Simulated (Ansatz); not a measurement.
Start from Lu in the hcp (Mg type) structure (space group P6_3/mmc, No. 194; a = 3.506 Å, c = 5.482 Å; relaxed with 0.1 eV smearing). Axes: x lies along a and z along c of the hexagonal cell.

Computed with PBE (Ansatz, a quantum-chemistry and plane-wave program), no spin-orbit coupling.

Base values:

```
Property            Value
---------------  --------
Volume per atom  29.18 Å³
```

One thing is altered: biaxial strain +3.83 %, plane normal [001], relaxed out of plane (Cartesian); in-plane vectors clamped, the third vector and the atoms free.

Question: What happens to the in-plane stress and volume per atom?

Answer: The mean in-plane stress (compression positive) comes out as -3.6 GPa; the volume per atom goes up by 1.76 Å³ to 30.94 Å³.

Stability against distortions was not tested.
